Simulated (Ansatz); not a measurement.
Base system: BeI2 in the CdI2 type structure (space group P-3m1, No. 164; a = 3.833 Å, c = 6.667 Å; a hypothetical phase, not in the database extracts checked).

Calculations: Ansatz (a first-principles code) r2SCAN+rVV10, scalar-relativistic without spin-orbit coupling.

Free-standing slabs (3 atom(s) a layer) normal to the stacking axis with 15 Å of vacuum; in-plane cell relaxed.

One change was made to it. Results:

```csv
quantity,base,after
gap character,–,"indirect, Γ–M (25 % along) → M"
smallest direct gap,3.36 eV,3.32 eV
band gap,2.80 eV,2.83 eV
excess energy per area of both faces (slab less bulk energy over the cell's area: twice a surface energy),–,0.24 J/m²
```

Q: What was done to the base?
A) 2 layers
B) 4 layers
C) 1 layer

A: A, 2 layers. For comparison, the smallest direct gap in the other runs: 4 layers gives 3.28 eV; 1 layer gives 3.39 eV.

Slab and bulk use different k-meshes, which limits the precision of the excess energy. Spin-orbit coupling, missing from the scalar runs, can matter with I. Stability against distortions was not tested.
